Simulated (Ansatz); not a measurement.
**What isotropic strain −4.65 % does to Sr**

The parent structure is Sr in the fcc (Cu type) structure (space group Fm-3m, No. 225; a = 6.029 Å).

Now apply this change: an isotropic linear strain of −4.65 %; the atoms relax in the strained cell.

All numbers come from PBE (Ansatz, an electronic-structure program), no SOC, earlier PAW set. k-mesh 13×13×13 (Γ-centred); smearing 0.05 eV (Fermi–Dirac).

The volume per atom shrinks by 7.29 Å³ to 47.49 Å³ and the space group stays Fm-3m (No. 225). The shortest interatomic distance shrinks by 0.198 Å, from 4.263 Å to 4.065 Å and the energy goes up by 44 meV/atom. The band gap remains zero.

No phonon test of stability was made. Gaps under 0.05 eV, about the width of the smearing, are given as zero.
